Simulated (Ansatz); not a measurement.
Start from ZnSe in the zinc blende structure (space group F-43m, No. 216; a = 5.568 Å).

Calculations: Ansatz (a quantum-chemistry and plane-wave program) LDA, spin-orbit coupling left out.

Base values:

| Quantity | Result |
|---|---|
| Width of the top valence band | 2.96 eV |
| Band gap | 1.25 eV |

Modification: an isotropic linear strain of −1.00 %, atoms relaxed at fixed cell.

Problem. What happens to the width of the top valence band?

Solution. The width of the top valence band grows by 0.156 eV to 3.11 eV.

Problem. Estimate the effect on the band gap.

Solution. The band gap rises by 0.13 eV (1.25 eV → 1.38 eV).

Stability against distortions was not tested.
